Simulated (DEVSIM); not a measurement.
Structure: abrupt Si p-n junction, at 350 K.

Layer 1 from the left is Si, thickness (μm) 1.90, Na (cm⁻³) 5.6e18, τn (s) 0.00092, τp (s) 0.00092. Layer 2 from the left is Si, thickness (μm) 120, Nd (cm⁻³) 5e14, τn (s) 0.00092, τp (s) 0.00092.

Left contact: ohmic. Right contact: ohmic. Voltage is applied to the left contact. Recombination: SRH at mid-gap, radiative. Mobility is constant in doping.

Constants are typed, rounded textbook-type inputs, not results; the design itself was drawn at random and stands for no fabricated device. Values at 300 K; Nc and Nv go as T^1.5, mobilities as T to minus their exponent, the gap by Varshni's rule with the affinity fixed.

Si: gap (eV) 1.124, affinity (eV) 4.05, permittivity 11.7, Nc (cm⁻³) 2.86e19, Nv (cm⁻³) 3.1e19, μn (cm²/Vs) 1417, μp (cm²/Vs) 470, T exponent of μn 2.3, T exponent of μp 2.2, B (cm³/s) 4.7e-15, Varshni α (eV/K) 0.000473, Varshni β (K) 636.

DEVSIM, 1D drift-diffusion, Boltzmann statistics, complete ionisation; no tunnelling, impact ionisation, image-force lowering or self-heating.

**Question.** What does the simulation give for the dark forward voltage at 1 A/cm², the potential step across the device at zero bias?

**Answer.** dark forward voltage at 1 A/cm² 0.564 V; potential step across the device at zero bias 0.715 V.
